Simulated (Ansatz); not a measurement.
Start from SnTe in the rock salt structure (space group Fm-3m, No. 225; a = 6.370 Å). Axes: x, y, z lie along the cube axes.

Structures relaxed with r2SCAN/PAW in Ansatz (a first-principles code), without spin-orbit coupling.

Base:

Simulated powder pattern, Cu Kα, λ = 1.54184 Å (kinematic, ideal powder, no thermal factors, no anomalous dispersion; the 14 strongest lines at most, above 2 %, up to 2θ = 90°):

```json
[
 {"2θ (°)": "28.02", "I/Imax (%)": "100", "hkl": "(200)"},
 {"2θ (°)": "40.04", "I/Imax (%)": "76", "hkl": "(220)"},
 {"2θ (°)": "49.58", "I/Imax (%)": "27", "hkl": "(222)"},
 {"2θ (°)": "57.91", "I/Imax (%)": "13", "hkl": "(400)"},
 {"2θ (°)": "65.54", "I/Imax (%)": "35", "hkl": "(420)"},
 {"2θ (°)": "72.73", "I/Imax (%)": "25", "hkl": "(422)"},
 {"2θ (°)": "86.42", "I/Imax (%)": "8.2", "hkl": "(440)"}
]
```

After one change:

Simulated powder pattern, Cu Kα, λ = 1.54184 Å (kinematic, ideal powder, no thermal factors, no anomalous dispersion; the 14 strongest lines at most, above 2 %, up to 2θ = 90°):

```json
[
 {"2θ (°)": "27.58", "I/Imax (%)": "100"},
 {"2θ (°)": "28.04", "I/Imax (%)": "48"},
 {"2θ (°)": "39.40", "I/Imax (%)": "38"},
 {"2θ (°)": "39.73", "I/Imax (%)": "75"},
 {"2θ (°)": "49.05", "I/Imax (%)": "40"},
 {"2θ (°)": "56.94", "I/Imax (%)": "13"},
 {"2θ (°)": "57.95", "I/Imax (%)": "6.1"},
 {"2θ (°)": "64.42", "I/Imax (%)": "18"},
 {"2θ (°)": "64.65", "I/Imax (%)": "17"},
 {"2θ (°)": "65.36", "I/Imax (%)": "17"},
 {"2θ (°)": "71.67", "I/Imax (%)": "25"},
 {"2θ (°)": "72.34", "I/Imax (%)": "12"},
 {"2θ (°)": "84.78", "I/Imax (%)": "4.1"},
 {"2θ (°)": "85.64", "I/Imax (%)": "8.1"}
]
```

**Question.** Which of these changes matches the shifts?
A) biaxial strain +1.55 %, plane normal [001], relaxed out of plane
B) tensor shear ε_xz = +1.43 %
C) uniaxial strain ε_yy = −0.13 %
D) strain tensor (xx, yy, zz, yz, xz, xy) = (+1.27, +0.82, −0.71, +1.22, +0.28, +0.02) %

**Answer.** A, biaxial strain +1.55 %, plane normal [001], relaxed out of plane. Its volume per atom is 33.29 Å³ against 32.30 Å³, and its space group is I4/mmm (No. 139).

No phonon test of stability was made. The final runs are not spin-polarised.
